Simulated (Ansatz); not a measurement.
Bond-angle distributions (per cent of the angles at each element, bins of 10°) of a relaxed model of amorphous Si₂₄Te₃₆ at 4.76 g/cm³. Level of theory: PBE-D3(BJ), scalar-relativistic without spin-orbit coupling, PAW (Ansatz default set, large-core Te) (plane waves to 420 eV; Ansatz, a first-principles code).

It comes from a melt-quench run on a machine-learned potential (CHGNet), relaxed afterwards by DFT. The hot cell started wider than the set density and was brought back towards it in steps. It is the lowest in DFT energy of 4 quenches. It is a model cell: composition and starting density were chosen by hand, and all elements were melted together. The geometry includes D3(BJ) dispersion. Its density started from a set value of 4.78 and ended at 4.76 g/cm³. The simulated quench (nominally 40 K/ps over its main leg) is rapid and tends to freeze in more defects than a deposited or slowly cooled glass has. One small periodic cell is one sample of the glass; other quenches scatter about these values. The volume was free in the relaxation, at fixed shape. Stress components on the final sampling reach 0.9 GPa. On a 2×2×2 Γ-centred mesh force components of up to 0.17 eV/Å stay, since the relaxation ran on one k-point at (1/4, 1/4, 1/4).

Neighbours within Si-Si 2.62 Å, Si-Te 3.00 Å, Te-Te 3.31 Å count as bonded.

```
angle (°)  at Si  at Te
---------  -----  -----
50-60          0      0
60-70          0      1
70-80          1      9
80-90         11     31
90-100        20     15
100-110       25     15
110-120       24     10
120-130       12      6
130-140        3      4
140-150        3      0
150-160        0      1
160-170        1      4
170-180        1      1
```

They go with these counts of neighbours within the cut-offs, cation contacts included: Si mean 4.1, most often 4; Te mean 2.4, most often 2.
